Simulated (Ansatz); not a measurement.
# What uniaxial stress, 0.5 GPa tension along z does to CoSn

Base system: CoSn (space group P6/mmm, No. 191; a = 5.242 Å, c = 4.188 Å; non-magnetic). Axes: x lies along a and z along c of the hexagonal cell.

The change: uniaxial stress, 0.5 GPa tension along z, with the cell and atoms free to relax against it.

All numbers come from r2SCAN, PAW, 500 eV (Ansatz, a program for electronic structure; no SOC). Γ-centred 10×10×11 mesh, Fermi–Dirac width 0.05 eV.

```tsv
quantity	base	changed	shift
volume per atom	16.61 Å³	16.63 Å³	+0.02 Å³
space group	P6/mmm (No. 191)	P6/mmm (No. 191)	–
energy relative to the base (free energy F)	0 meV/atom	0.0 meV/atom	0.0 meV/atom
band gap	zero	zero	–
strain response (xx, yy, zz) (rough)	–	(−0.04, −0.04, +0.19) %	–
```

Final structure:

```yaml
crystal:
  lattice:
    - [5.23966, 0.00000, 0.00000]
    - [-2.61983, 4.53768, 0.00000]
    - [0.00000, 0.00000, 4.19586]
  atoms:
    - { symbol: Co, position: [0.50000, 0.00000, 0.00000] }
    - { symbol: Co, position: [0.50000, 0.50000, 0.00000] }
    - { symbol: Co, position: [0.00000, 0.50000, 0.00000] }
    - { symbol: Sn, position: [0.00000, 0.00000, 0.00000] }
    - { symbol: Sn, position: [0.33333, 0.66667, 0.50000] }
    - { symbol: Sn, position: [0.66667, 0.33333, 0.50000] }
```

Cost of the whole job for the changed cell (relaxation, final SCF and bands): about 90 core-seconds (a rough figure).

Without a gap, meshes like the base's 10×10×11 leave anisotropic stresses uncertain by several tenths of a GPa, and small strain energies with them. Stability under load was not tested beyond the relaxation. Starting moments died away, wholly or in part, for the base; another magnetic solution may exist. All final runs are without spin polarisation.
